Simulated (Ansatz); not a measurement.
Input:

```
NaI
1.0
    0.00000     3.21508     3.21508
    3.21508     0.00000     3.21508
    3.21508     3.21508     0.00000
Na I
1 1
Cartesian
  0.00000   0.00000   0.00000
  3.21508   3.21508   3.21508
```

No spin polarisation.

Calculations: PBE in Ansatz (plane waves to 420 eV, PAW, no SOC). Settings: 9×9×9 k-points, 0.05 eV Fermi–Dirac smearing.

Q: Predict the band gap.

A: 3.70 eV.

Q: Predict the gap character.

A: Direct at Γ.

Q: What is the computed pressure?

A: 0.77 GPa.

Spin-orbit coupling, missing from the scalar runs, can matter with I. The cells carry an imposed strain or load. Whether these cells are dynamically stable was not tested. The cell was made from NaI in the rock salt structure (space group Fm-3m, No. 225) by this change: isotropic strain −1.50 %.

Ansatz is a program for electronic structure.
